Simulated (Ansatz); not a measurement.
Consider Mg in the hcp (Mg type) structure (space group P6_3/mmc, No. 194; a = 3.1952 Å, c = 5.1966 Å; relaxed with 0.1 eV smearing).

Computed with PBE/PAW in Ansatz (a first-principles code), no spin-orbit coupling.

Before the change:

- Pressure = 0.0 GPa

It is then changed as follows: every lattice vector is shortened by 3.00 %; the atoms relax in the strained cell.

Question: Estimate the effect on the pressure and energy relative to the base.

Answer: The pressure (mean of the normal stresses, compression positive) goes from zero to 3.9 GPa; the energy increases by 23 meV/atom.

Whether these cells are dynamically stable was not tested.
